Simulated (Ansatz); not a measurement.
Worked example: self-consistent single point of Zn₆Mo (I4mm, 7 atoms in the cell) in Ansatz (a quantum-chemistry and plane-wave program).

Level of theory: LDA (PW92), default PAW files made with PBE (plane waves; Ansatz).

The change in words: lattice scaled by 0.98; basis.ecutrho_ratio: default → 3. Reference geometry:
```yaml
crystal:
  lattice:
    - [0.00000, 3.82516, 3.82516]
    - [3.82516, 0.00000, 3.82516]
    - [3.82516, 3.82516, 0.00000]
  atoms:
    - { symbol: Zn, position: [0.50000, 0.50000, 0.00000] }
    - { symbol: Zn, position: [0.00000, 0.00000, 0.50000] }
    - { symbol: Zn, position: [0.00000, 0.50000, 0.50000] }
    - { symbol: Zn, position: [0.50000, 0.00000, 0.00000] }
    - { symbol: Zn, position: [0.50000, 0.00000, 0.50000] }
    - { symbol: Zn, position: [0.00000, 0.50000, 0.00000] }
    - { symbol: Mo, position: [0.00654, 0.00654, 0.99346] }
```

Reference input (self-consistent single point, DFT, LDA (PW92), plane waves, default PAW files made with PBE): basis.ecutwfc = 30.9 Ry; kpoints.mp_grid.grid = 4 4 4; hamiltonian.xc = lda; hamiltonian.pseudopotentials = {kind: paw} (the program's default PAW files); scf.occupations.method = fermi_dirac; scf.occupations.width = 0.0073 Ry. This run's input differs from it in these lines:

Ansatz 0.2 input:
```diff
@@ -2,5 +2,5 @@
   lattice:
-    - [0.000000, 3.825161, 3.825161]
-    - [3.825161, 0.000000, 3.825161]
-    - [3.825161, 3.825161, 0.000000]
+    - [0.000000, 3.748658, 3.748658]
+    - [3.748658, 0.000000, 3.748658]
+    - [3.748658, 3.748658, 0.000000]
   atoms:
@@ -15,2 +15,3 @@
   ecutwfc: 30.9 Ry
+  ecutrho_ratio: 3
 kpoints:
```

Log, with long lists cut:

```
SCF iter   1: F=—  HF=-24320.703887 eV  |F-HF|=—  |Δ(HF+E_count)|=         —  Δρ=1.37e-2  dr2=3.94e-1  ethr=1.77e-3  ⟨swp⟩=9.3  Hψ=3034  notcnv=0  defer=2
all-band conjugate gradients solve this SCF's bands
preconditioner: auto → LDOS
SCF iter   2: F=—  HF=-24320.690974 eV  |F-HF|=—  |Δ(HF+E_count)|=   1.29e-2  Δρ=1.29e-2  dr2=1.22e-1  ethr=4.58e-4  ⟨swp⟩=2.0  Hψ=1366  notcnv=0  defer=27
   [... lines left out ...]
SCF iter   5: F=—  HF=-24320.643993 eV  |F-HF|=—  |Δ(HF+E_count)|=   3.81e-4  Δρ=2.89e-4  dr2=5.11e-5  ethr=3.16e-6  ⟨swp⟩=2.0  Hψ=696  notcnv=0  defer=24
SCF iter   6: F=—  HF=-24320.643997 eV  |F-HF|=—  |Δ(HF+E_count)|=   3.52e-6  Δρ=7.83e-5  dr2=9.35e-6  ethr=5.95e-8  ⟨swp⟩=2.3  Hψ=1205  notcnv=0  defer=24
SCF iter   7: F=—  HF=-24320.643995 eV  |F-HF|=—  |Δ(HF+E_count)|=   2.09e-6  Δρ=2.17e-5  dr2=6.21e-7  ethr=1.09e-8  ⟨swp⟩=2.0  Hψ=1199  notcnv=0  defer=24
SCF iter   8: F=-24320.643995 eV  HF=-24320.643995 eV  |F-HF|=1.35e-7  |Δ(HF+E_count)|=   4.09e-8  Δρ=1.20e-5  dr2=8.62e-8  ethr=1.16e-10  ⟨swp⟩=10.7  Hψ=3632  notcnv=0
SCF 1 converged in 8 iterations: F = -24320.643995 eV  dr2 = 8.62e-8
Free energy (F): -24320.643995 eV
Internal energy: -24320.531524 eV  (E = F + TS)
E sigma→0 (E₀):  -24320.587759 eV
Entropy (-TS):   -0.112471 eV (-16.067 meV/atom)
Fermi energy:    11.331580 eV
--- Forces (eV/Å), atoms counted from 1 ---
  atom   1  Zn     0.00000000     0.00000000     0.03267545
  atom   2  Zn     0.00000000    -0.00000000     0.03267545
  atom   3  Zn     0.00000000    -0.12225942     0.16201152
  atom   4  Zn     0.00000000     0.12225942     0.16201152
  atom   5  Zn    -0.12225942     0.00000000     0.16201152
  atom   6  Zn     0.12225942    -0.00000000     0.16201152
  atom   7  Mo    -0.00000000     0.00000000    -0.71337115
--- Stress (GPa, compression-positive) ---
       -0.584079       0.000000       0.000000
   [... lines left out ...]
        0.000000      -0.000000      -0.591138
  P = ⅓ Tr σ = -0.5864 GPa (-5.864 kbar)
  The stress holds the Pulay correction, which leaves out the density cutoff's part. Without it, at fixed plane waves, as pw.x and ABINIT print it …
settings of this run that can trade accuracy for cost: basis.ecutrho_ratio < 4. Do not mix this run's numbers with those of runs without the same settings …
```

The run converged in 8 iterations. Against the reference run the free energy falls by 23.2 meV/atom, the pressure goes from -6.87 to -0.59 GPa and the largest force goes from 0.582 to 0.713 eV/Å. The full log also holds: “WARN basis.ecutrho_ratio = 3 (ecutrho = 1261.2477525015438 eV) is below the records' recommended cutoff”.

The starting cell comes from a database of computed structures (which also holds hypothetical and non-ambient phases and stackings), without a prior relaxation at this level. Its lattice was rescaled by up to half a per cent. One atom was moved a little off its site on purpose. For this run, on top of that: lattice scaled by 0.98. Spin polarisation is off. Ansatz's pressure includes its estimate of the finite-basis (Pulay) stress. The cutoff lies below the one recommended for these files.
